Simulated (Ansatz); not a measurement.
## C (P6_3/mmc): band-edge transport data

Consider the following.

```xyz
4
Lattice="2.4988 0.0000 0.0000 -1.2494 2.1640 0.0000 0.0000 0.0000 4.1609" Properties=species:S:1:pos:R:3 pbc="T T T"
C      0.0000     1.4427     0.0013
C      1.2494     0.7213     2.0817
C      0.0000     1.4427     1.5591
C      1.2494     0.7213     3.6395
```

The numbers are results of PBE, rigid bands (plane waves, PAW, scalar-relativistic; Ansatz, a quantum-chemistry and plane-wave program), not measurements. Geometry: cell and atoms relaxed with PBEsol.

band gap: 3.29 eV
electron conductivity mass (300 K, dilute): 0.48 (x), 0.48 (y), 0.28 (z) mₑ
hole conductivity mass (300 K, dilute): 0.47 (x), 0.47 (y), 0.70 (z) mₑ
effective density of states N_c (300 K): 1.2e19 cm⁻³
effective density of states N_v (300 K): 1.9e19 cm⁻³
density-of-states mass, electrons: 0.60 mₑ
density-of-states mass, holes: 0.84 mₑ
Seebeck coefficient, n-type 1e19 cm⁻³, 300 K: -240 μV/K
best n-type power factor at 300 K for τ = 10 fs (best axis; densities from 1e16 to 1e21 cm⁻³ tried, whether or not they can be reached): 7.4 μW/(cm·K²) at 3e19 cm⁻³
Seebeck coefficient, p-type 1e19 cm⁻³, 300 K: 276 μV/K
best p-type power factor at 300 K for τ = 10 fs (best axis; densities from 1e16 to 1e21 cm⁻³ tried, whether or not they can be reached): 6.8 μW/(cm·K²) at 1e20 cm⁻³

Rigid bands; masses and Seebeck coefficients take one relaxation time τ for all states and one kind of carrier; polarons and phonon drag are left out. Spin-orbit coupling is left out. Geometry: cell and atoms relaxed with PBEsol.
